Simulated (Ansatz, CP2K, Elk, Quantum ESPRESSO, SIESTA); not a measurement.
**One structure in several programs: LiNbSe2 (P6_3/mmc, 8 atoms in the cell)**

Self-consistent single point.

```yaml
crystal:
  lattice:
    - [3.53331, 0.00000, 0.00000]
    - [-1.76666, 3.05994, 0.00000]
    - [0.00000, 0.00000, 13.54232]
  atoms:
    - { symbol: Li, position: [0.00000, 0.00000, 0.00000] }
    - { symbol: Li, position: [0.00000, 0.00000, 0.50000] }
    - { symbol: Nb, position: [0.00000, 0.00000, 0.25000] }
    - { symbol: Nb, position: [0.00000, 0.00000, 0.75000] }
    - { symbol: Se, position: [0.33333, 0.66667, 0.12695] }
    - { symbol: Se, position: [0.66667, 0.33333, 0.87305] }
    - { symbol: Se, position: [0.66667, 0.33333, 0.62695] }
    - { symbol: Se, position: [0.33333, 0.66667, 0.37305] }
```

Shared settings, as Ansatz (a quantum-chemistry and plane-wave program) writes them: kpoints.mp_grid.grid = 6 6 2; scf.occupations.method = fixed. Potentials and cutoffs stand in the table.

```json
[
 {"code": "Elk", "model": "LDA (PW92), all-electron FP-LAPW, Elk's shipped species files, APW+lo basis with extra local orbitals", "pressure (GPa)": "–", "largest force (eV/Å)": "–", "gap on the mesh (eV)": "0.587", "cutoff": "rgkmax 7.5"},
 {"code": "Ansatz", "model": "LDA (PW92), PAW files made with PBE", "pressure (GPa)": "-6.09", "largest force (eV/Å)": "0.454", "gap on the mesh (eV)": "0.586", "cutoff": "default"},
 {"code": "Quantum ESPRESSO", "model": "LDA (PZ), GBRV 1.5 ultrasoft (LDA) pseudopotentials", "pressure (GPa)": "-6.08", "largest force (eV/Å)": "0.447", "gap on the mesh (eV)": "0.583", "cutoff": "40 Ry"},
 {"code": "SIESTA", "model": "LDA PW92, numerical atomic orbitals DZP, PseudoDojo LDA standard norm-conserving potentials (rewritten from UPF to PSML)", "pressure (GPa)": "-3.18", "largest force (eV/Å)": "0.146", "gap on the mesh (eV)": "0.676", "cutoff": "grid 350 Ry"},
 {"code": "CP2K", "model": "LDA (Pade form), GPW, DZVP-MOLOPT-SR-GTH basis, GTH-PADE potentials (GTH_POTENTIALS)", "pressure (GPa)": "-6.02", "largest force (eV/Å)": "0.450", "gap on the mesh (eV)": "0.615", "cutoff": "grid 500 Ry"}
]
```

A dash marks a value that a program does not give, or that is left out as unsure.

Gaps are read on the mesh.

The spread over the programs that give each value: pressure within 2.91 GPa; largest force within 0.308 eV/Å; gap on the mesh within 0.093 eV.

SIESTA and CP2K use small atom-centred bases, whose incompleteness enters pressures, forces and empty levels differently from a plane-wave cutoff. Elk treats all electrons, but the usual bases taken here (sphere radii, linearisation, local orbitals, empty states) were not tested for convergence, so the values are no reference for the others. Ansatz's pressure is given at a fixed set of plane waves, as the other plane-wave codes print theirs. The same LDA comes in different parametrisations, which differ slightly. In the pressure, SIESTA (by 2.91) lies more than 1 GPa from the median of the plane-wave programs. In the force vectors, SIESTA (by 0.596) lies more than 0.08 eV/Å from the median of the plane-wave programs.

The starting cell comes from a database of computed structures (which also holds hypothetical and non-ambient phases and stackings), without a prior relaxation at this level.

Keys are those of Ansatz 0.2.
